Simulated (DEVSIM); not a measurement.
**illuminated Si n-on-p cell, one wavelength, with a back-surface field**

System: illuminated Si n-on-p cell, one wavelength, with a back-surface field, at 350 K.

```
layer (left to right)  material  thickness (μm)  Nd (cm⁻³)  Na (cm⁻³)  τn (s)  τp (s)  absorption coefficient (cm⁻¹)
---------------------  --------  --------------  ---------  ---------  ------  ------  -----------------------------
1                            Si          0.0830     2.8e18          -    1e-8  2.9e-9                           9400
2                            Si             180          -     7.9e15    1e-7    1e-7                           9400
3                            Si           0.840          -     3.5e18    1e-7    1e-7                           9400
```

Left contact: ohmic, minority hole recombination velocity 4e6 cm/s. Right contact: ohmic, minority electron recombination velocity 7000 cm/s. Voltage is applied to the left contact. Recombination: SRH at mid-gap, radiative, Auger. Light enters at the left, 9.2e16 photons cm⁻² s⁻¹, one pass, no reflection. Mobility is constant in doping.

Constants are typed, rounded textbook-type inputs, not results; the design itself was drawn at random and stands for no fabricated device. Values at 300 K; Nc and Nv go as T^1.5, mobilities as T to minus their exponent, the gap by Varshni's rule with the affinity fixed.

```
parameter               Si
----------------  --------
gap (eV)             1.124
affinity (eV)         4.05
permittivity          11.7
Nc (cm⁻³)          2.86e19
Nv (cm⁻³)           3.1e19
μn (cm²/Vs)           1417
μp (cm²/Vs)            470
T exponent of μn       2.3
T exponent of μp       2.2
B (cm³/s)          4.7e-15
Cn (cm⁶/s)         2.8e-31
Cp (cm⁶/s)         9.9e-32
Varshni α (eV/K)  0.000473
Varshni β (K)          636
```

Simulated with DEVSIM: 1D drift-diffusion, Boltzmann statistics, complete ionisation; no tunnelling, impact ionisation, image-force lowering or self-heating.

```
Item                                                       Value
---------------------------------------------------  -----------
Potential step across the device at zero bias            0.961 V
Dark forward voltage at 1 A/cm²                          0.543 V
Short-circuit current                                13.7 mA/cm²
Open-circuit voltage                                     0.371 V
Fill factor                                                 0.72
Largest power                                        3.67 mW/cm²
Share of generated pairs collected at short circuit        0.932
```

Dark forward current:

(V (V), J (A/cm²)): (-0.05, -2.0e-6); (-0.10, -7.3e-6); (-0.15, -2.4e-5); (-0.20, -8.3e-5); (-0.30, -0.0015); (-0.35, -0.0070); (-0.40, -0.034); (-0.45, -0.15); (-0.50, -0.49); (-0.55, -1.1); (-0.60, -2.0); (-0.70, -4.1); (-0.75, -5.3); (-0.80, -6.5); (-0.85, -7.8); (-0.90, -9.2); (-0.95, -11); (-1.05, -14); (-1.10, -15); (-1.15, -17); (-1.20, -18); (-1.25, -20); (-1.30, -22); (-1.35, -24); (-1.45, -28); (-1.50, -30); (-1.55, -32); (-1.60, -34)

Current under light (generator sign):

```json
[
 {"V (V)": "0.00", "J (mA/cm²)": "13.7"},
 {"V (V)": "0.04", "J (mA/cm²)": "13.7"},
 {"V (V)": "0.08", "J (mA/cm²)": "13.7"},
 {"V (V)": "0.12", "J (mA/cm²)": "13.7"},
 {"V (V)": "0.16", "J (mA/cm²)": "13.7"},
 {"V (V)": "0.22", "J (mA/cm²)": "13.6"},
 {"V (V)": "0.24", "J (mA/cm²)": "13.4"},
 {"V (V)": "0.26", "J (mA/cm²)": "13.2"},
 {"V (V)": "0.28", "J (mA/cm²)": "12.9"},
 {"V (V)": "0.30", "J (mA/cm²)": "12.2"},
 {"V (V)": "0.32", "J (mA/cm²)": "10.9"},
 {"V (V)": "0.34", "J (mA/cm²)": "8.51"},
 {"V (V)": "0.36", "J (mA/cm²)": "3.97"},
 {"V (V)": "0.38", "J (mA/cm²)": "-4.60"}
]
```
